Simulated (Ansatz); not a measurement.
HfSiO4 (I4₁/amd, No. 141, 12 atoms in the cell; start mp-4609)

Method: LDA in Ansatz (plane waves, PAW).

Run with plane-wave cutoff 500 eV, 10×10×10 k mesh, gaussian smearing 0.02 eV, scalar-relativistic PAW data made under PBE.

Cell (relaxed at this level):

```yaml
crystal:
  lattice:
    - [-3.26189, 3.26189, 2.96057]
    - [3.26189, -3.26189, 2.96057]
    - [3.26189, 3.26189, -2.96057]
  atoms:
    - { symbol: Hf, position: [0.00000, 0.00000, 0.00000] }
    - { symbol: Hf, position: [0.75000, 0.25000, 0.50000] }
    - { symbol: Si, position: [0.25000, 0.75000, 0.50000] }
    - { symbol: Si, position: [0.50000, 0.50000, 0.00000] }
    - { symbol: O, position: [0.13302, 0.31802, 0.81500] }
    - { symbol: O, position: [0.06802, 0.75302, 0.68500] }
    - { symbol: O, position: [0.50302, 0.31802, 0.18500] }
    - { symbol: O, position: [0.06802, 0.38302, 0.31500] }
    - { symbol: O, position: [0.61698, 0.93198, 0.68500] }
    - { symbol: O, position: [0.68198, 0.86698, 0.18500] }
    - { symbol: O, position: [0.24698, 0.93198, 0.31500] }
    - { symbol: O, position: [0.68198, 0.49698, 0.81500] }
```

```
Property                       Result
--------  ---------------------------
band gap  5.42 eV (on the SCF k mesh)
```

Note: the relaxation could not lower the start's symmetry, so the cell can be a saddle point above a distorted one.

Spin–orbit coupling is not included.

Static lattice: no zero-point or thermal effects.

Cost on a shared machine: around 4 core-minutes (rough).

A start named mp-… is a Materials Project structure, which need not be a measured phase.

Ansatz is a quantum-chemistry and plane-wave program.
